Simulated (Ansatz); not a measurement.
# Element substitutions in Ga2Se3

Start from Ga₂Se₃ (space group Cc, No. 9; a = 6.6495 Å, b = 11.6492 Å, c = 6.6374 Å, α = γ = 90.00°, β = 108.84°).

Each row replaces one element on all its sites; cell and atoms are relaxed.

Level of theory: PBEsol (Ansatz, a first-principles code, PAW, no spin-orbit coupling).

```tsv
change	width of the top valence band	band gap	shortest interatomic distance
base	0.88 eV	1.08 eV	2.343 Å
Se → O	0.20 eV	2.05 eV	1.779 Å
Ga → B	?	?	?
Se → S	0.70 eV	1.90 eV	2.207 Å
```

Task: Some entries are withheld; estimate them.

Result: 
- Ga → B, width of the top valence band: 1.42 eV
- Ga → B, band gap: 1.09 eV
- Ga → B, shortest interatomic distance: 2.000 Å

Whether these cells are dynamically stable was not tested. As relaxed here, Ga2O3 and B2Se3 are hypothetical phases, not in the database extracts checked.
